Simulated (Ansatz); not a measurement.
Worked example: self-consistent single point of ZnPt (P4mm, 2 atoms in the cell) in Ansatz (a first-principles code).

Computed with PBEsol, default PAW files made with PBE (plane waves; Ansatz).

```xyz
2
Lattice="2.8423 0.0000 0.0000 0.0000 2.8423 0.0000 0.0000 0.0000 3.4841" Properties=species:S:1:pos:R:3 pbc="T T T"
Zn     1.4212     1.4212     1.7920
Pt     0.0000     0.0000     0.0000
```

Reference input (self-consistent single point, DFT, PBEsol, plane waves, default PAW files made with PBE): basis.ecutwfc = 30.9 Ry; kpoints.mp_grid.grid = 12 12 10; hamiltonian.xc = pbesol; hamiltonian.pseudopotentials = {kind: paw} (the program's default PAW files); scf.occupations.method = fermi_dirac; scf.occupations.width = 0.0073 Ry. This run's input differs from it in these lines:

Ansatz 0.2 input:
```diff
@@ -13,3 +13,4 @@
   mp_grid:
-    grid: [12, 12, 10]
+    grid: [7, 7, 6]
+    shift: [0.5, 0.5, 0.5]
 hamiltonian:
```

Log, with long lists cut:

```
SCF iter   1: F=—  HF=-15665.870240 eV  |F-HF|=—  |Δ(HF+E_count)|=         —  Δρ=1.07e-2  dr2=3.37e-2  ethr=1.77e-3  ⟨swp⟩=4.9  Hψ=2450  notcnv=0
all-band conjugate gradients solve this SCF's bands
preconditioner: auto → none
SCF iter   2: F=—  HF=-15665.865824 eV  |F-HF|=—  |Δ(HF+E_count)|=   4.42e-3  Δρ=6.27e-3  dr2=1.55e-2  ethr=1.12e-4  ⟨swp⟩=1.0  Hψ=810  notcnv=0
SCF iter   3: F=—  HF=-15665.863182 eV  |F-HF|=—  |Δ(HF+E_count)|=   2.64e-3  Δρ=3.72e-3  dr2=2.62e-3  ethr=5.17e-5  ⟨swp⟩=2.1  Hψ=914  notcnv=0
SCF iter   4: F=—  HF=-15665.861922 eV  |F-HF|=—  |Δ(HF+E_count)|=   1.26e-3  Δρ=4.63e-4  dr2=2.76e-5  ethr=8.72e-6  ⟨swp⟩=2.0  Hψ=968  notcnv=0
SCF iter   5: F=—  HF=-15665.861895 eV  |F-HF|=—  |Δ(HF+E_count)|=   2.71e-5  Δρ=6.24e-5  dr2=9.25e-7  ethr=9.19e-8  ⟨swp⟩=2.3  Hψ=1000  notcnv=0
SCF iter   6: F=-15665.861895 eV  HF=-15665.861895 eV  |F-HF|=1.82e-8  |Δ(HF+E_count)|=   9.25e-9  Δρ=1.34e-5  dr2=3.73e-8  ethr=3.33e-10  ⟨swp⟩=5.4  Hψ=2549  notcnv=0
SCF 1 converged in 6 iterations: F = -15665.861895 eV  dr2 = 3.73e-8
Free energy (F): -15665.861895 eV
Internal energy: -15665.842664 eV  (E = F + TS)
E sigma→0 (E₀):  -15665.852279 eV
Entropy (-TS):   -0.019231 eV (-9.615 meV/atom)
Fermi energy:    18.257550 eV
--- Forces (eV/Å), atoms counted from 1 ---
  atom   1  Zn    -0.00000000     0.00000000    -0.36622322
  atom   2  Pt    -0.00000000     0.00000000     0.36641123
--- Stress (GPa, compression-positive) ---
       -2.071594       0.000000       0.000000
        0.000000      -2.071594       0.000000
        0.000000       0.000000      -1.048909
  P = ⅓ Tr σ = -1.7307 GPa (-17.307 kbar)
  The stress holds the Pulay correction. Without it, at fixed plane waves, as pw.x and ABINIT print it: P = -1.8448 GPa
```

The run converged in 6 iterations. Against the reference run the free energy hardly moves (within 1 meV/atom), the pressure goes from -1.38 to -1.73 GPa and the largest force hardly changes (0.363 to 0.366 eV/Å).

The starting cell comes from a database of computed structures (which also holds hypothetical and non-ambient phases and stackings), without a prior relaxation at this level. Its lattice was rescaled by up to half a per cent. One atom was moved a little off its site on purpose. Spin polarisation is off. Ansatz's pressure includes its estimate of the finite-basis (Pulay) stress.
